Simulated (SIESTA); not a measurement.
**Input and output of a self-consistent single point for RbCu3SiSe4 (P-43m, 9 atoms in the cell) (SIESTA)**

Method: LDA PW92, numerical atomic orbitals DZP, PseudoDojo LDA standard norm-conserving potentials (rewritten from UPF to PSML) in SIESTA.

The input file:

```
# files in the folder: Rb.psml Si.psml Cu.psml Se.psml (PseudoDojo LDA standard)
SystemName  RbCu3SiSe4
SystemLabel rbcu3sise4

NumberOfAtoms                9
NumberOfSpecies              4
%block ChemicalSpeciesLabel
  1 37 Rb
  2 14 Si
  3 29 Cu
  4 34 Se
%endblock ChemicalSpeciesLabel
LatticeConstant              6.229100 Ang
%block LatticeVectors
     1.000000000    0.000000000    0.000000000
     0.000000000    1.000000000    0.000000000
     0.000000000    0.000000000    1.000000000
%endblock LatticeVectors
AtomicCoordinatesFormat      Ang
%block AtomicCoordinatesAndAtomicSpecies
     3.114550000    3.114550000    3.114550000  1
     0.000000000    0.000000000    0.000000000  2
     0.000000000    3.114550000    0.000000000  3
     3.114550000    0.000000000    0.000000000  3
     0.000000000    0.000000000    3.114550000  3
     1.306553725    1.306553725    1.306553725  4
     1.306553725    4.922546275    4.922546275  4
     4.922546275    4.922546275    1.306553725  4
     4.922546275    1.306553725    4.922546275  4
%endblock AtomicCoordinatesAndAtomicSpecies

XC.functional                LDA
XC.authors                   PW92
PAO.BasisSize                DZP
PAO.EnergyShift              0.01 Ry
MeshCutoff                   300 Ry
%block kgrid.MonkhorstPack
    4   0   0  0.0
    0   4   0  0.0
    0   0   4  0.0
%endblock kgrid.MonkhorstPack
OccupationFunction           FD
ElectronicTemperature        10 K

MaxSCFIterations             150
SCF.Mixer.Method             Pulay
SCF.Mixer.Weight             0.1
SCF.Mixer.History            6
SCF.DM.Tolerance             1.0E-05
Diag.ParallelOverK           true
WriteForces                  true
```

The program printed (abridged):

```
reinit: Reading from file input.fdf

reinit: System Name: RbCu3SiSe4
reinit: System Label: rbcu3sise4

coor:   Atomic-coordinates input format  =     Cartesian coordinates
coor:                                          (in Angstroms)

siesta: Atomic coordinates (Bohr) and species
siesta:      5.88565   5.88565   5.88565  1        1
siesta:      0.00000   0.00000   0.00000  2        2
siesta:      0.00000   5.88565   0.00000  3        3
siesta:      5.88565   0.00000   0.00000  3        4
siesta:      0.00000   0.00000   5.88565  3        5
siesta:      2.46903   2.46903   2.46903  4        6
siesta:      2.46903   9.30226   9.30226  4        7
siesta:      9.30226   9.30226   2.46903  4        8
siesta:      9.30226   2.46903   9.30226  4        9

siesta: System type = bulk

initatomlists: Number of atoms, orbitals, and projectors:      9   151   162

siesta: ******************** Simulation parameters ****************************
redata: Spin configuration                          = none
redata: Time-Reversal Symmetry                      = T
redata: Number of Atomic Species                    =        4
redata: Mesh Cutoff                                 =   300.0000 Ry
redata: Net charge of the system                    =     0.0000 |e|
redata: Min. number of SCF Iter                     =        0
redata: Max. number of SCF Iter                     =      150
redata: SCF convergence failure will abort job
redata: SCF mix quantity                            = Hamiltonian
redata: Mix DM or H after convergence               =   F
redata: Recompute H after scf cycle                 =   F
redata: Mix DM in first SCF step                    =   T
redata: No kicks to SCF
redata: DM Mixing Weight for Kicks                  =     0.5000
redata: Require Harris convergence for SCF          =   F
redata: Harris energy tolerance for SCF             =     0.000100 eV
redata: Require DM convergence for SCF              =   T
redata: DM tolerance for SCF                        =     0.000010
redata: Require EDM convergence for SCF             =   F
redata: EDM tolerance for SCF                       =     0.001000 eV
redata: Require H convergence for SCF               =   T
redata: Hamiltonian tolerance for SCF               =     0.001000 eV
redata: Require (free) Energy convergence for SCF   =   F
redata: (free) Energy tolerance for SCF             =     0.000100 eV
redata: Using DFT-D3 dispersion                     =   F
redata: Using Saved Data (generic)                  =   F
redata: Method of Calculation                       = Diagonalization
redata: Electronic Temperature                      =    10.0000 K
redata: Number of TDED substeps                     =        3
redata: Dynamics option                             = Single-point calculation
redata: Save all siesta data in one NC              =   F
redata: ***********************************************************************

%block SCF.Mixers
  Pulay
%endblock SCF.Mixers

%block SCF.Mixer.Pulay
  # Mixing method
  method pulay
  variant stable

  # Mixing options
  weight 0.1000
  weight.linear 0.1000
  history 6
%endblock SCF.Mixer.Pulay

DM_history_depth set to one: no extrapolation allowed by default for geometry relaxation
Size of DM history Fstack: 1
Total number of electrons:   134.000000
Total ionic charge:   134.000000

* ProcessorY, Blocksize:    1  64

* Orbital distribution balance (max,min):   151   151

k-point displ. along   1 input, could be:     0.00    0.50
k-point displ. along   2 input, could be:     0.00    0.50
k-point displ. along   3 input, could be:     0.00    0.50
 Kpoints in:           48 . Kpoints trimmed:           44

siesta: k-grid: Number of k-points = 44
siesta: k-points from Monkhorst-Pack grid
siesta: k-cutoff (effective) =    12.458 Ang
siesta: k-point supercell and displacements
siesta: k-grid:     4     0     0      0.000
siesta: k-grid:     0     4     0      0.000
siesta: k-grid:     0     0     4      0.000

diag: Algorithm                                     = D&C
diag: Parallel over k                               =   F
diag: Use parallel 2D distribution                  =   F
diag: Parallel block-size                           = 64
diag: Parallel distribution                         =     1 x     1
diag: Used triangular part                          = Lower
diag: Absolute tolerance                            =  0.100E-15
diag: Orthogonalization factor                      =  0.100E-05
diag: Memory factor                                 =  1.0000

superc: Internal auxiliary supercell:     5 x     5 x     5  =     125
superc: Number of atoms, orbitals, and projectors:   1125  18875  20250

                        Single-point calculation

superc: Internal auxiliary supercell:     5 x     5 x     5  =     125
superc: Number of atoms, orbitals, and projectors:   1125  18875  20250

outcell: Unit cell vectors (Ang):
        6.229100    0.000000    0.000000
        0.000000    6.229100    0.000000
        0.000000    0.000000    6.229100

outcell: Cell vector modules (Ang)   :    6.229100    6.229100    6.229100
outcell: Cell angles (23,13,12) (deg):     90.0000     90.0000     90.0000
outcell: Cell volume (Ang**3)        :    241.6996
new_DM -- step:     1
Initializing Density Matrix...

Attempting to read DM from file... Failed...
DM filled with atomic data:

InitMesh: MESH = 72 x 72 x 72 = 373248
InitMesh: Mesh cutoff (required, used) =   300.000   369.247 Ry

stepf: Fermi-Dirac step function

        iscf     Eharris(eV)        E_KS(eV)     FreeEng(eV)     dDmax    Ef(eV) dHmax(eV)
   scf:    1   -27523.691155   -28850.402422   -28850.403026  1.448569  1.320177104.218623
   scf:    2   -29516.198965   -29497.984331   -29497.984331  2.135539 -3.785377  4.543342
   scf:    3   -29499.621185   -29498.847126   -29498.847126  0.030142 -3.648991  3.183962
   scf:    4   -29499.939203   -29499.835363   -29499.835363  0.074744 -3.332122  1.607748
   scf:    5   -29499.586132   -29499.825729   -29499.825729  0.082319 -3.167553  1.468186
   scf:    6   -29499.985483   -29499.921546   -29499.921546  0.022597 -3.020305  0.554201
   [... 3 lines left out ...]
   scf:   10   -29499.935632   -29499.936822   -29499.936822  0.004695 -3.346227  0.104469
   scf:   11   -29499.937423   -29499.937302   -29499.937302  0.002360 -3.359917  0.001442
   scf:   12   -29499.937302   -29499.937302   -29499.937302  0.000032 -3.359782  0.000517
   scf:   13   -29499.937302   -29499.937302   -29499.937302  0.000086 -3.359915  0.000172
   scf:   14   -29499.937302   -29499.937302   -29499.937302  0.000001 -3.359917  0.000155

SCF Convergence by DM+H criterion
max |DM_out - DM_in|         :     0.0000010938
max |H_out - H_in|      (eV) :     0.0001547222
SCF cycle converged after 14 iterations

Using DM_out to compute the final energy and forces

siesta: E_KS(eV) =           -29499.9373

siesta: E_KS - E_eggbox =    -29499.9373

siesta: Atomic forces (eV/Ang):
     1   -0.000000    0.000000   -0.000000
     2   -0.000000    0.000000   -0.000000
     3   -0.000000    0.000000   -0.000000
     4    0.000000   -0.000000   -0.000000
     5   -0.000000    0.000000    0.000000
     6    0.033063    0.033063    0.033064
     7    0.033063   -0.033063   -0.033064
     8   -0.033063   -0.033063    0.033064
     9   -0.033063    0.033063   -0.033064
   Tot    0.000000   -0.000000   -0.000000
   Max    0.033064
   Res    0.022042    sqrt( Sum f_i^2 / 3N )
   Max    0.033064    constrained

Stress tensor Voigt[x,y,z,yz,xz,xy] (kbar):       33.13       33.13       33.13       -0.00       -0.00       -0.00
(Free)E + p*V (eV/cell)   -29504.9356
Target enthalpy (eV/cell)   -29499.9373

siesta: Program's energy decomposition (eV):
siesta: Ebs     =     -4662.041137
siesta: Eions   =     34205.544581
siesta: Ena     =      1686.941715
siesta: Ekin    =     15938.465990
siesta: Enl     =     -8337.883850
siesta: Eso     =         0.000000
siesta: Edftu   =         0.000000
siesta: DEna    =       128.556618
siesta: DUscf   =         6.405354
siesta: DUext   =         0.000000
siesta: Ex      =     -4364.208213
siesta: Ec      =      -352.670334
siesta: Exc     =     -4716.878547
siesta: Eharris =    -29499.937302
siesta: Etot    =    -29499.937302
siesta: FreeEng =    -29499.937302

siesta: Stress tensor (static) (eV/Ang**3):
siesta:     0.020680   -0.000000   -0.000000
siesta:    -0.000000    0.020680   -0.000000
siesta:    -0.000000   -0.000000    0.020680

siesta: Cell volume =        241.699587 Ang**3

siesta: Pressure (static):
siesta:                Solid            Molecule  Units
siesta:          -0.00022523         -0.00021446  Ry/Bohr**3
siesta:          -0.02067975         -0.01969047  eV/Ang**3
siesta:         -33.13261818        -31.54760505  kBar
```

The run converged in 14 iterations.

The starting cell comes from a database of computed structures (which also holds hypothetical and non-ambient phases and stackings), without a prior relaxation at this level. Values carry the incompleteness of an atom-centred basis. With a pressure of about -3 GPa the cell is away from its equilibrium volume at this level.

Cost on one core of a shared machine: roughly 2 min.
